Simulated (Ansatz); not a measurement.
Response to strain in ZnSe

The reference is ZnSe in the zinc blende structure (space group F-43m, No. 216).

```
CELL_PARAMETERS angstrom
      0.00000     2.83273     2.83273
      2.83273     0.00000     2.83273
      2.83273     2.83273     0.00000
ATOMIC_POSITIONS crystal
  Se 0.75000 0.75000 0.75000
  Zn 0.00000 0.00000 0.00000
```

Cartesian axes are those of the cell as printed.

Strains are applied to the cell and any free atomic positions relax; under biaxial strain the out-of-plane vector relaxes too.

Method: r2SCAN (Ansatz, a program for electronic structure; PAW; 500 eV plane waves; without spin-orbit coupling).

Candidates:
(a) isotropic strain −1.54 %
(b) biaxial strain −1.58 %, plane normal [001], relaxed out of plane
(c) uniaxial strain ε_zz = −4.05 %
(d) tensor shear ε_yz = +2.84 %
(e) strain tensor (xx, yy, zz, yz, xz, xy) = (+0.17, +0.67, +0.95, +0.27, −0.33, +0.32) %

Base values:

```
Property   Result
--------  -------
Band gap  1.87 eV
```

Question: Order them by band gap, lowest first.

Answer: (d) tensor shear ε_yz = +2.84 % (1.65 eV), (e) strain tensor (xx, yy, zz, yz, xz, xy) = (+0.17, +0.67, +0.95, +0.27, −0.33, +0.32) % (1.75 eV), (b) biaxial strain −1.58 %, plane normal [001], relaxed out of plane (1.88 eV), (c) uniaxial strain ε_zz = −4.05 % (1.94 eV), (a) isotropic strain −1.54 % (2.07 eV)

Whether these cells are dynamically stable was not tested.
